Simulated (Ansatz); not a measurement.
Take BAs in the zinc blende structure (space group F-43m, No. 216; a = 4.7679 Å) as the base.

All numbers come from Ansatz (a program for electronic structure), PBEsol, PAW, cutoff 420 eV, without spin-orbit coupling.

For the base:

The shortest interatomic distance is 3.901 bohr, the band gap is 1.08 eV and the density comes out as 5.25 g/cm³.

Perturbation: a hydrostatic pressure of 9 GPa.

Q: Estimate the effect on the shortest interatomic distance.

A: The shortest interatomic distance decreases by 0.073 bohr to 3.828 bohr.

Q: How does this affect the band gap?

A: The band gap decreases by 0.057 eV, from 1.08 eV to 1.03 eV.

Q: How does this affect the density?

A: The density goes up by 0.31 g/cm³ to 5.56 g/cm³.

Load acts through the strain it causes; cell and atoms are relaxed under it. Stability against distortions was not tested. Competing high-pressure phases were not computed.
